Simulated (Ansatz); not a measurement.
The starting structures come from a database of crystals and need not be the phases stable at ambient conditions.

Tunnelling through a barrier is set by its complex band structure: the current falls as exp(−2κd) with the smallest κ.

```xyz
6
Lattice="4.4554 0.0000 0.0000 0.0000 6.2167 0.0000 2.2277 0.0000 3.8585" Properties=species:S:1:pos:R:3 pbc="T T T"
Ba     2.2277     4.6625     1.2862
Ba     4.4554     1.5542     2.5723
F      0.0000     3.1083     0.0000
F      0.0000     0.0000     0.0000
F      4.4554     4.6625     2.5723
F      2.2277     1.5542     1.2862
```

Space group of this cell: P6_3/mmc. The cell is taken as given; by r2SCAN its mean pressure is -3.1 GPa.

Transport runs along the normal of the first two printed cell vectors, the (100) plane of the conventional cell.

No gap correction and no spin-orbit coupling; mid-gap values are interpolated between computed energies.

Give the band gap and the smallest decay constant κ at mid-gap that r2SCAN (Ansatz, a quantum-chemistry and plane-wave program) yields.

Gap 6.75 eV on a 8×6×8 mesh; κ = 0.503 1/Å, at the zone centre.
